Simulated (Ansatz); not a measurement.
## PbF2 (Pnma, No. 62)

These are HSE06 (Ansatz, an electronic-structure program, PAW) values and carry that method's errors.

Settings: plane-wave cutoff 500 eV, 4×6×4 k mesh (along the axes of the cell as run), gaussian smearing 0.02 eV, scalar-relativistic PAW data made under PBE.

Cell (relaxed with r²SCAN):

```yaml
crystal:
  lattice:
    - [6.42153, 0.00000, 0.00000]
    - [0.00000, 3.88349, 0.00000]
    - [0.00000, 0.00000, 7.68440]
  atoms:
    - { symbol: Pb, position: [0.25539, 0.25000, 0.89565] }
    - { symbol: Pb, position: [0.74461, 0.75000, 0.10435] }
    - { symbol: Pb, position: [0.24461, 0.75000, 0.39565] }
    - { symbol: Pb, position: [0.75539, 0.25000, 0.60435] }
    - { symbol: F, position: [0.47302, 0.25000, 0.15150] }
    - { symbol: F, position: [0.52698, 0.75000, 0.84850] }
    - { symbol: F, position: [0.02698, 0.75000, 0.65150] }
    - { symbol: F, position: [0.97302, 0.25000, 0.34850] }
    - { symbol: F, position: [0.64067, 0.75000, 0.43620] }
    - { symbol: F, position: [0.35933, 0.25000, 0.56380] }
    - { symbol: F, position: [0.85933, 0.25000, 0.93620] }
    - { symbol: F, position: [0.14067, 0.75000, 0.06380] }
```

```json
{
  "band_gap": "5.58 eV (on the SCF k mesh)"
}
```

Note: cell and atoms aren't relaxed at this level (largest force component 0.06 eV/Å, pressure 1.4 GPa).

Spin–orbit coupling is not included; with these elements it can move the gap by several tenths of an eV or more.

The computed numbers hold no vibrational or temperature effects.

It cost roughly 17 core-minutes of CPU time.
